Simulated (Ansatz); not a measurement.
Results of PBEsol (plane waves, PAW; Ansatz, an electronic-structure program) for Na2CrO4 (Cmcm, No. 63).

Run with plane-wave cutoff 500 eV, 8×8×6 k mesh (along the axes of the cell as run), gaussian smearing 0.02 eV, no spin polarisation, scalar-relativistic PAW data made under PBE.

Cell (relaxed at this level):

CrNa₂O₄ has the orthorhombic space group Cmcm (No. 63), Pearson symbol oS28. Conventional cell: a = 5.861 Å, b = 9.215 Å, c = 7.097 Å, α = 90.00°, β = 90.00°, γ = 90.00°. Na1 on 4c has 2 O at 2.301 Å and 2 O at 2.474 Å and 2 O at 2.987 Å. Na2 on 4b sees 6 O at 2.351–2.411 Å (octahedral). Cr on 4c is coordinated by 4 O at 1.634–1.654 Å (tetrahedral). O1 on 8f is surrounded by 1 Cr at 1.634 Å and 2 Na at 2.301–2.351 Å. O2 on 8g has 1 Cr at 1.654 Å and 3 Na at 2.411–2.474 Å and 1 Na at 2.987 Å. (Neighbours: up to the widest gap in distance over summed covalent radii, below 1.35, at either atom; cation-cation and far metal-metal contacts left out.)
(The calculation used a cell of 14 atoms; values per cell refer to that cell.)

Q: Give the computed band gap.

A: 
band gap: 2.81 eV (on the SCF k mesh)

Static lattice: no zero-point or thermal effects.
